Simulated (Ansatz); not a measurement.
MgO (R-3m), PBEsol, rigid bands in Ansatz (an electronic-structure program): Condition of this run: uniaxial stress along [111] of 1 GPa (compression positive) (the target of the relaxation). band gap 4.62 eV, N_c = 5.36e18 cm⁻³ and N_v = 1.68e20 cm⁻³ at 300 K, conductivity masses of 0.352 mₑ (electrons) and 2.21 mₑ (holes). Take k_BT = 0.02585 eV.

### Question
What thermal injection velocity √(2k_BT/πm) limits a ballistic channel?

### Answer
9.07e6 cm/s for electrons and 3.62e6 cm/s for holes, a ratio of √(m_h/m_e) = 2.51, for dilute carriers.

### Question
A film of it is 8 nm thick. Estimate the confinement energies in an infinite well.

### Answer
ħ²π²/(2m t²) = 0.376 eV·nm²/(m/mₑ × t²) gives 16.7 meV for electrons and 2.66 meV for holes, so the gap would widen to about 4.64 eV. Finite barriers and nonparabolic bands lower this, and with several valleys or bands the heaviest mass along the normal sets the lowest level, not this average.

### Question
Find the intrinsic carrier density and the intrinsic Fermi level.

### Answer
n_i = √(N_c N_v) exp(−E_g/2k_BT) = 3.00e19 × exp(−89.35) = 4.7e-20 cm⁻³. The level lies (k_BT/2) ln(N_v/N_c) = 45 meV from mid-gap (positive towards the conduction band). Each 0.1 eV added to the gap lowers n_i by a factor of 6.9.

Rigid, parabolic bands with the computed gap; masses take one relaxation time for all states. Spin-orbit coupling is left out.
